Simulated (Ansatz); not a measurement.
Partial pair distribution functions of a relaxed model of amorphous In9Ga9Zn9O39Al2, broadened by 0.06 Å; density 5.71 g/cm³. Method: PBE, scalar-relativistic without spin-orbit coupling (plane waves to 420 eV, PAW; Ansatz, a program for electronic structure).

The cell was made by melting and quenching with the CHGNet potential and then relaxed with DFT. O atoms were pushed apart under 1.9 Å during the dynamics, to hinder bonds among them. The hot cell started wider than the set density and was brought back towards it in steps. It is the lowest in DFT energy of 2 quenches. It is a model cell: composition and starting density were chosen by hand, and all elements were melted together. No dispersion term was used. Its density started from a set value of 5.71 and ended at 5.71 g/cm³. The quench (nominally 260 K/ps over its main leg) was far faster than any real one, so the model tends to hold more defects than a real film. Values belong to this one cell and scatter from quench to quench. The volume was held where the preparation left it and the shape relaxed, at a PBE pressure of -0.9 GPa (tension). Stress components on the final sampling reach 1.0 GPa.

```
r (Å)  g In-O  g Ga-O  g In-In  g Ga-Ga
-----  ------  ------  -------  -------
1.60     0.00    0.00     0.00     0.00
1.70     0.00    0.30     0.00     0.00
1.80     0.00    5.22     0.00     0.00
1.90     0.01    9.71     0.00     0.00
2.00     0.55    3.14     0.00     0.00
2.10     4.75    1.37     0.00     0.00
2.20     8.05    0.72     0.00     0.00
2.30     5.08    0.06     0.00     0.00
2.40     0.99    0.00     0.00     0.00
2.50     0.29    0.00     0.00     0.00
2.60     0.37    0.01     0.00     0.00
2.70     0.17    0.17     0.00     0.00
2.80     0.01    0.29     0.00     0.00
2.90     0.01    0.26     0.00     0.22
3.00     0.19    0.45     0.01     2.82
3.10     0.30    0.70     0.41     4.92
3.20     0.29    0.56     1.24     4.59
3.30     0.39    0.53     2.79     1.11
3.40     0.59    0.85     4.61     0.06
3.50     0.76    1.06     2.72     0.63
3.60     0.85    1.22     2.35     0.62
3.70     0.74    1.24     1.40     0.13
3.80     0.71    1.09     1.63     0.72
3.90     0.59    0.92     1.58     0.78
4.00     0.71    1.39     0.20     1.38
4.10     1.30    1.15     0.27     0.47
4.20     1.18    0.91     1.49     0.81
4.30     1.30    1.43     1.40     0.80
4.40     1.25    1.76     0.49     0.67
4.50     1.15    1.80     0.03     0.66
4.60     1.66    1.26     0.00     0.91
4.70     1.76    1.07     0.09     1.03
```

Within 2.78 Å each In has 5.78 O neighbours on average.
